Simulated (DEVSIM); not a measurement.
System: abrupt Ge p-n junction, at 300 K.

Layer 1 from the left is Ge, thickness (μm) 0.200, Na (cm⁻³) 3.8e16, τn (s) 8.5e-5, τp (s) 8.5e-5. Layer 2 from the left is Ge, thickness (μm) 220, Nd (cm⁻³) 1.5e14, τn (s) 8.5e-5, τp (s) 8.5e-5.

Left contact: ohmic. Right contact: ohmic. Voltage is applied to the left contact. Recombination: SRH at mid-gap. Mobility is μmin + (μ − μmin)/(1 + (N/Nref)^α).

Constants are typed, rounded textbook-type inputs, not results; the design itself was drawn at random and stands for no fabricated device. Values at 300 K.

Ge: gap (eV) 0.664, affinity (eV) 4, permittivity 16, Nc (cm⁻³) 1.04e19, Nv (cm⁻³) 6e18, μn (cm²/Vs) 3900, μp (cm²/Vs) 1900, μn,min 150, μp,min 100, Nref,n 2.6e17, Nref,p 4e17, αn 0.56, αp 0.6.

Model (solved in DEVSIM): 1D drift-diffusion, Boltzmann statistics, complete ionisation; no tunnelling, impact ionisation, image-force lowering or self-heating.

### Question
What does the simulation give for the dark forward voltage at 1 A/cm², the largest field in the device at zero bias?

### Answer
dark forward voltage at 1 A/cm² 0.234 V; largest field in the device at zero bias 9300 V/cm.
